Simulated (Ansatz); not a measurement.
The parent structure is PbS in the rock salt structure (space group Fm-3m, No. 225; a = 5.974 Å).

Structures relaxed with Ansatz (a quantum-chemistry and plane-wave program), r2SCAN, PAW, cutoff 500 eV, scalar-relativistic without spin-orbit coupling.

Base:

Simulated powder pattern, Co Kα, λ = 1.79026 Å (kinematic, ideal powder, no thermal factors, no anomalous dispersion; the 10 strongest lines at most, above 2 %, up to 2θ = 90°):

```tsv
2θ (°)	I/Imax (%)	hkl
30.08	97	(111)
34.87	100	(200)
50.15	74	(220)
59.59	49	(311)
62.53	26	(222)
73.64	12	(400)
81.55	22	(331)
84.14	37	(420)
```

One thing is altered: Bi takes the place of Pb on all its sites, then cell and atoms are relaxed.

Predict the new powder pattern.


Simulated powder pattern, Co Kα, λ = 1.79026 Å (kinematic, ideal powder, no thermal factors, no anomalous dispersion; the 10 strongest lines at most, above 2 %, up to 2θ = 90°):

| 2θ (°) | I/Imax (%) | hkl |
|---|---|---|
| 30.35 | 98 | (111) |
| 35.19 | 100 | (200) |
| 50.62 | 74 | (220) |
| 60.17 | 50 | (311) |
| 63.15 | 26 | (222) |
| 74.40 | 12 | (400) |
| 82.42 | 22 | (331) |
| 85.05 | 37 | (420) |

The indices refer to each structure's own conventional cell; one index is shown for lines that coincide.

Whether these cells are dynamically stable was not tested. As relaxed here, BiS is a hypothetical phase, not in the database extracts checked. All final runs are without spin polarisation. An odd electron count without spin: BiS.
